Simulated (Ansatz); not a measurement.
The starting structures come from a database of crystals and need not be the phases stable at ambient conditions.

Tunnelling through a barrier is set by its complex band structure: the current falls as exp(−2κd) with the smallest κ.

Given:

```
CELL_PARAMETERS angstrom
      3.93499     0.00000     0.00000
      0.00000     4.44135     0.00000
      0.00000    -1.92792     6.11748
ATOMIC_POSITIONS crystal
  La 0.25000 0.33090 0.69321
  La 0.75000 0.66910 0.30679
  H  0.75000 0.01852 0.92720
  H  0.25000 0.98148 0.07280
  O  0.75000 0.24012 0.46200
  O  0.25000 0.75988 0.53800
  O  0.75000 0.24070 0.93935
  O  0.25000 0.75930 0.06065
```

Space group of this cell: P2_1/m. The cell is taken as given.

Transport runs along the normal of the first two printed cell vectors.

The gap is the functional's own. No spin-orbit coupling. Mid-gap values are interpolated on the energy grid.

Compute, with r2SCAN (Ansatz, a quantum-chemistry and plane-wave program), the band gap and the smallest decay constant κ at mid-gap.

Gap 4.40 eV on a 8×8×6 mesh; κ = 0.464 1/Å, at the zone centre.
